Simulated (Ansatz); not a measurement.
Output of an Ansatz run (abridged):

```
WARN ansatz: RAYON_NUM_THREADS=1 ignored (pool sized by the plan → 1); use --threads N
basis.fft_grid_basis auto: the FFT boxes are laid along the combinations [[1, 0, -1], [0, 1, -1], [0, 0, 1]] of the cell's own vectors, 3.535, 3.535 and 7.142 …
Pseudopotentials: kind: paw
Pseudopotential: Ti, paw, valence charge 12
Pseudopotential: Te, paw, valence charge 16
Crystal: 3 atoms, lattice volume = 74.083 Å³
Basis set: ecut = 420 eV, 1445 PW (Γ), FFT grids on a1−a3, a2−a3, a3, exchange–correlation on 48×48×96 points (8 copies of the dense FFT grid, shifted against one another)
Bands: 27, of which v1, the nominal top of the filled ones, is band 22 counted from 1 (21 counted from 0)
Symmetry: 6 space group operations
Space group: R3m (ITA 160), of the structure as read, at distance tolerance 4.2e-5 Å
k-points: 32 of 216 (time reversal used)
Initial density: superposition of atomic densities (neutral atoms: chi_scale 0, normalization atom), corrected by the library's trained network
Initial wavefunctions: pseudopotential atomic-orbital guess
Eigensolver: davidson
Functional: x = pbe(κ = 0.804, μ = 0.2195149727645171), c = pbe(β = 0.06672455060314922)
SCF iter   1: F=—  HF=-16461.050817 eV  |F-HF|=—  |Δ(HF+E_count)|=         —  Δρ=7.42e-3  dr2=1.09e-1  ethr=1.77e-3  ⟨swp⟩=5.4  Hψ=3741  notcnv=0
all-band conjugate gradients solve this SCF's bands
preconditioner: auto → LDOS
SCF iter   2: F=—  HF=-16461.044780 eV  |F-HF|=—  |Δ(HF+E_count)|=   6.04e-3  S|Δr|=    0.00e0  Δρ=4.58e-3  dr2=3.88e-2  ethr=2.48e-4  ⟨swp⟩=1.0  Hψ=1121  notcnv=0
SCF iter   3: F=—  HF=-16461.041588 eV  |F-HF|=—  |Δ(HF+E_count)|=   3.19e-3  S|Δr|=    0.00e0  Δρ=1.59e-3  dr2=4.01e-3  ethr=8.82e-5  ⟨swp⟩=1.6  Hψ=893  notcnv=0
SCF iter   4: F=—  HF=-16461.041467 eV  |F-HF|=—  |Δ(HF+E_count)|=   1.21e-4  S|Δr|=    0.00e0  Δρ=3.79e-4  dr2=1.86e-4  ethr=9.10e-6  ⟨swp⟩=1.5  Hψ=877  notcnv=0
SCF iter   5: F=—  HF=-16461.041432 eV  |F-HF|=—  |Δ(HF+E_count)|=   3.45e-5  S|Δr|=    0.00e0  Δρ=1.14e-4  dr2=9.22e-6  ethr=4.22e-7  ⟨swp⟩=2.1  Hψ=1238  notcnv=0
SCF iter   6: F=—  HF=-16461.041444 eV  |F-HF|=—  |Δ(HF+E_count)|=   1.14e-5  S|Δr|=    0.00e0  Δρ=5.71e-5  dr2=3.27e-6  ethr=2.10e-8  ⟨swp⟩=2.0  Hψ=1534  notcnv=0
SCF iter   7: F=-16461.041443 eV  HF=-16461.041443 eV  |F-HF|=1.01e-8  |Δ(HF+E_count)|=   5.99e-7  S|Δr|=    0.00e0  Δρ=8.03e-6  dr2=6.80e-8  ethr=2.27e-10  ⟨swp⟩=5.5  Hψ=4543  notcnv=0
SCF 1 converged in 7 iterations: F = -16461.041443 eV  dr2 = 6.80e-8
SCF converged after 7 iterations
Stability not checked (fill_not_monotonic)
Free energy (F): -16461.041443 eV
Harris-Foulkes:  -16461.041443 eV  (|F-HF|=1.01e-8)
Internal energy: -16461.050600 eV  (E = F + TS)
E sigma→0 (E₀):  -16461.044496 eV
Entropy (-TS):   0.009157 eV (3.052 meV/atom)
Fermi energy:    11.208528 eV
--- Per-component energies (eV) ---
  E_band       = -613.242873
  E_kinetic    = 640.119184
  E_local      = -3420.922200  (includes V_loc(G=0)·N_el)
  E_nonlocal   = -611.126852
  E_hartree    = 2022.615830
  E_xc         = -349.033529
  E_vxc        = -334.302571  (∫ρ·V_xc dr)
  E_paw        = -10373.347617  (= ΣΔE_a)
  E_vpaw       = -932.238626  (= ΣTr[D̂ρ^β])
  E_aug_tail   = -0.000236  (compensation charges beyond the density's cutoff)
  E_ewald      = -4369.355180
  E_smearing   = 0.009157  (= −TS)
  E_closure    = -0.000000  (closes the sum)
  Σ components = -16461.041443   (vs F -16461.041443, Δ=0.00e0)
--- Forces (eV/Å), atoms counted from 1 ---
  atom   1  Ti     0.00000000    -0.00000000     0.09119953
  atom   2  Te     0.00000000    -0.00000002     0.85134312
  atom   3  Te    -0.00000000     0.00000002    -0.94254314
  max |Σ_I F_I| component: 4.92e-7 eV/Å
--- Stress (GPa, compression-positive) ---
       10.847696       0.000000       0.000000
        0.000000      10.847696       0.000000
        0.000000       0.000000       7.695017
  P = ⅓ Tr σ = 9.7968 GPa (97.968 kbar)
  The stress holds the Pulay correction. Without it, at fixed plane waves, as pw.x and ABINIT print it: P = 9.7699 GPa
--- Band table (eV; the first three rows and the last of 32) ---
  k-point 0: bands = ["-45.4913", "-25.0445", "-25.0445", "-25.0366", "-25.0366", "-25.0056", "-25.0056", "-25.0019", "-25.0006", "-25.0006", "-24.9882", "-21.7752", "-21.7752", "-21.7483", "-1.4779", "-0.0755", "5.7450", "10.5642", "10.5642", [...]
  k-point 1: bands = ["-45.4894", "-25.0439", "-25.0397", "-25.0379", "-25.0319", "-25.0078", "-25.0061", "-25.0032", "-25.0008", "-24.9989", "-24.9855", "-21.7993", "-21.7799", "-21.7389", "-1.1015", "0.1867", "6.1654", "9.4905", "10.1800", [...]
  k-point 2: bands = ["-45.4858", "-25.0461", "-25.0386", "-25.0310", "-25.0231", "-25.0113", "-25.0078", "-25.0061", "-25.0008", "-24.9936", "-24.9796", "-21.8471", "-21.7894", "-21.7200", "-0.1312", "0.8447", "6.9303", "7.4200", "8.1960", [...]
  k-point 31: bands = ["-45.4913", "-25.0447", "-25.0447", "-25.0364", "-25.0364", "-25.0069", "-25.0069", "-25.0004", "-24.9992", "-24.9992", "-24.9897", "-21.7752", "-21.7752", "-21.7483", "-1.1284", "-0.6283", "7.3411", "8.4867", "10.5299", [...]
```

The structure:

```xyz
3
Lattice="1.7677 1.0206 6.8442 -1.7677 1.0206 6.8442 0.0000 -2.0411 6.8442" Properties=species:S:1:pos:R:3 pbc="T T T"
Ti     0.0000     0.0000     0.0000
Te     0.0000     0.0000    15.4466
Te     0.0000     0.0000    11.9294
```

Task: Reconstruct the input of this run.

Result: Other spellings and defaults could give the same log, and not every line can be read from it. The input that was run (DFT, PBE, plane waves, default PAW files):

Ansatz 0.2 input:
```yaml
# TiTe2
crystal:
  lattice:
    - [1.767675, 1.020567, 6.844174]
    - [-1.767675, 1.020567, 6.844174]
    - [0.000000, -2.041135, 6.844174]
  atoms:
    - { symbol: Ti, position: [0.000000, 0.000000, 0.000000] }
    - { symbol: Te, position: [0.752300, 0.752300, 0.752300] }
    - { symbol: Te, position: [0.581000, 0.581000, 0.581000] }
basis:
  ecutwfc: 420.0 eV
kpoints:
  mp_grid: { grid: [6, 6, 6] }
hamiltonian:
  xc: pbe
  pseudopotentials: { kind: paw }
scf:
  occupations: { method: cold, width: 0.2 eV }
output:
  forces: true
  eigenvalues: true
  stress: true
```

The starting cell was generated: these elements placed on a structure prototype, without a prior relaxation; it need not be a known phase or ordering of this composition. Its lattice was rescaled by a random factor within 2.5 % of one. Spin-orbit coupling is off. Spin polarisation is off, so a magnetic state, if there is one, cannot be reached. With a pressure of about 10 GPa the cell is away from its equilibrium volume at this level. Ansatz's pressure includes its estimate of the finite-basis (Pulay) stress.

Ansatz is a first-principles code.
